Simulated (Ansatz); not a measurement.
Cost and result by functional for the surface energy of the (322) surface of fcc Pd in its 1x1 cell, outermost plane spacing 0.48 Å in the ideal cut, in Ansatz (plane waves, PAW). Single points on the PBE structure, on one kind of machine; costs are rough ratios of the slab run's core time (references not counted) to the cheapest single point. r2SCAN's cost holds its higher cutoff (500 against 420 eV). Differences are taken against r2SCAN for comparison alone: no measured value is at hand, so the table doesn't rank accuracy.

Model: 22-atom slab, 10.0 Å thick at the start (thin: gaps and levels are the slab's own), 13x4x1 mesh, Fermi-Dirac 0.1 eV, dipole correction, all atoms relaxed; symmetry of the start imposed; no spin, no spin-orbit, no U. These notes are the PBE run's.

```csv
functional,relative cost,surface energy (J/m²),less r2SCAN (J/m²)
RPBE,1,1.22,-0.48
PBEsol,1,1.86,0.17
LDA,1,2.07,0.37
r2SCAN,4,1.70,0.00
PBE (the relaxed run's value),–,1.48,-0.22
```

The values span 0.85 J/m², while the single points' costs differ by a factor of roughly 4. Differences are of unrounded values.

Ansatz is a program for electronic structure.
